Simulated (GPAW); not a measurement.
Input and output of a self-consistent single point for Na3VSO3 (P1, 16 atoms in the cell) (GPAW).

Method: PBEsol, GPAW PAW datasets PBEsol (made by gpaw-setup) (plane waves; GPAW).

The change in words: lattice scaled by 1.015; ecut: 950 eV → 570 eV. Reference geometry:
```xyz
16
Lattice="4.3324 2.5013 4.1255 -4.3324 2.5013 4.1255 0.0000 -5.0026 4.1255" Properties=species:S:1:pos:R:3 pbc="T T T"
Na     1.2579     2.3128     5.0305
Na    -2.5283     0.0282     5.0297
Na     1.4238    -2.3299     4.8434
Na    -1.2749     2.5869     7.0113
Na     2.9438    -0.1693     7.0343
Na    -1.8105    -2.5270     6.9148
V     -0.0062     0.1227     8.4195
V     -0.0660     0.0023     2.3313
S     -0.0290     0.0474     6.2826
S      0.0440    -0.0564    12.4103
O     -0.7344    -1.5267     8.9016
O      1.6566     0.0139     8.9606
O     -0.9487     1.4828     8.8899
O      0.9282     1.4334     2.6919
O      0.7464    -1.4624     2.7366
O     -1.6027     0.0413     2.8645
```

Reference input (self-consistent single point, DFT PBEsol, plane waves, GPAW PAW datasets PBEsol (made by gpaw-setup)): mode = pw; ecut = 950 eV; xc = PBEsol; kpts = 3 3 3; mesh shift (steps) = 0 0 0; occupations.name = fixed-uniform; nbands = -4; convergence.forces = 0.001 eV/Å; convergence.bands = -2; symmetry.symmorphic = false; symmetry.tolerance = 0.0005; maxiter = 150. This run's input differs from it in these lines:

```diff
@@ -5,5 +5,5 @@
 atoms = Atoms(['Na', 'Na', 'Na', 'Na', 'Na', 'Na', 'V', 'V', 'S', 'S', 'O', 'O', 'O', 'O', 'O', 'O'],
-              cell=[[4.332400, 2.501312, 4.125493],
-                    [-4.332400, 2.501312, 4.125493],
-                    [0.000000, -5.002625, 4.125493]],
+              cell=[[4.397386, 2.538832, 4.187375],
+                    [-4.397386, 2.538832, 4.187375],
+                    [0.000000, -5.077664, 4.187375]],
               scaled_positions=[[0.705729, 0.415392, 0.098244],
@@ -26,3 +26,3 @@
 
-calc = GPAW(mode=PW(950),
+calc = GPAW(mode=PW(570),
             xc='PBEsol',
```

The program printed (abridged):

```
     iter     time        total  log10-change:
                         energy   eigst   dens  force
iter:   1 --:--:--  -106.395071   +0.23
iter:   2 --:--:--  -102.305783   -0.63  -1.04
iter:   3 --:--:--   -97.239663   +0.22  -1.10
iter:   4 --:--:--   -96.663993   -1.10  -1.37
iter:   5 --:--:--   -96.723878   -1.27  -1.38
iter:   6 --:--:--   -96.287744   -0.64  -1.39
iter:   7 --:--:--   -96.398967   -0.86  -1.66
iter:   8 --:--:--   -96.087592   -1.03  -1.76
iter:   9 --:--:--   -95.972072   -2.26  -1.94
iter:  10 --:--:--   -95.998554   -1.65  -2.12
iter:  11 --:--:--   -95.937849   -2.04  -2.12
   [... lines left out ...]
iter:  34 --:--:--   -95.923425c  -6.32  -4.90c
iter:  35 --:--:--   -95.923425c  -6.54  -5.22c
iter:  36 --:--:--   -95.923425c  -6.64  -5.29c
iter:  37 --:--:--   -95.923425c  -6.66  -5.32c
iter:  38 --:--:--   -95.923425c  -6.83  -5.40c
iter:  39 --:--:--   -95.923425c  -6.90  -5.49c
iter:  40 --:--:--   -95.923425c  -7.02  -5.52c
iter:  41 --:--:--   -95.923425c  -7.12  -5.55c
iter:  42 --:--:--   -95.923425c  -7.19  -5.84c
iter:  43 --:--:--   -95.923425c  -7.33  -5.98c
iter:  44 --:--:--   -95.923425c  -7.35  -6.01c
iter:  45 --:--:--   -95.923425c  -7.46c -5.98c
iter:  46 --:--:--   -95.923425c  -7.43c -6.04c -4.24c
Converged after 46 iterations.

Dipole moment: (-2.911067, 4.048860, -14.383806) |e|*Ang

Energy contributions relative to reference atoms: (reference = -111917.572485)

Kinetic:        +41.641493
Potential:      -58.976175
External:        +0.000000
XC:             -79.469795
Entropy (-ST):   +0.000000
Local:           +0.881052
SIC:             +0.000000
--------------------------
Free energy:    -95.923425
Extrapolated:   -95.923425

Showing only first 2 kpts
 Kpt  Band  Eigenvalues  Occupancy
  0    56      0.60728    2.00000
  0    57      0.74958    2.00000
  0    58      2.87085    0.00000
  0    59      3.04069    0.00000

  1    56      0.53554    2.00000
  1    57      0.73419    2.00000
  1    58      2.89390    0.00000
  1    59      3.11918    0.00000

Fermi level: 1.81022

Gap: 2.121 eV
Transition (v -> c):
   [... lines left out ...]
 10 O     0.98238    3.49304   -0.74155
 11 O    -2.02095    0.88570   -0.61862
 12 O     1.16189   -1.56439    0.12792
 13 O    -1.77300   -2.21076   -0.00593
 14 O    -0.85486    1.23492    0.17592
 15 O    -1.10694    0.13057    0.35424

Stress tensor:
     0.049747     0.004641     0.003377
     0.004641     0.076345    -0.001831
     0.003377    -0.001831     0.038438
Stress (GPa, Voigt): [ 7.9704 12.2318  6.1585 -0.2934  0.541   0.7436]
```

The run converged in 46 iterations. GPAW prints stress with tension positive. Against the reference run the free energy goes up by 74.7 meV/atom, the largest force goes from 5.186 to 4.654 eV/Å and the gap on the mesh goes from 2.262 to 2.121 eV.

At such cutoffs GPAW's stress carries a finite-basis (Pulay) error, which enters relaxed cells too; its log prints stress with tension positive.

The starting cell comes from a database of computed structures (which also holds hypothetical and non-ambient phases and stackings), without a prior relaxation at this level. Its atoms were displaced at random from the sites of space group no. 161. For this run, on top of that: lattice scaled by 1.015. Forces in this geometry exceed 1 eV/Å.

Cost on one core of a shared machine: roughly 10 min.
